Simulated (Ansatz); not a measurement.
Functionals compared on NH3 on the 1x1 (0001) surface of hcp Ru, one in a 2x2 cell, started at the site 'top Ru', in Ansatz (plane waves, PAW). The structure was relaxed with PBE; the other rows are single points on it, each with its references at the same level. Cutoff 420 eV (500 eV for r2SCAN).

Model: 20-atom slab, 6.3 Å thick at the start under the adsorbate (thin: gaps and levels are the slab's own), 6x6x1 mesh, Fermi-Dirac 0.1 eV, dipole correction, 8 atoms held, the rest relaxed; held to the start's symmetry, so lower structures may exist; no spin, no spin-orbit, no U, no dispersion correction. At the end it is bonded to Ru. In PBE it is, or lies within 0.03 eV of, the lowest of the starts that converged. These notes are the PBE run's. Adsorption energies are against NH3(g). A negative adsorption energy means that the adsorbate is more stable on the surface than in its reference.

```tsv
functional	adsorption energy (eV)	work function of the top face (eV)	change of the work function (eV)	rough cost of the single point
PBE	-0.74	2.66	-2.34	–
RPBE	-0.44	2.56	-2.27	around 110 core-seconds (rough)
r2SCAN	?	?	?	about 4 core-minutes (a rough figure)
```

Question: Complete the blanks.

Answer: 
- r2SCAN, adsorption energy (eV): -0.88
- r2SCAN, work function of the top face (eV): 2.57
- r2SCAN, change of the work function (eV): -2.43

Ansatz is a quantum-chemistry and plane-wave program.
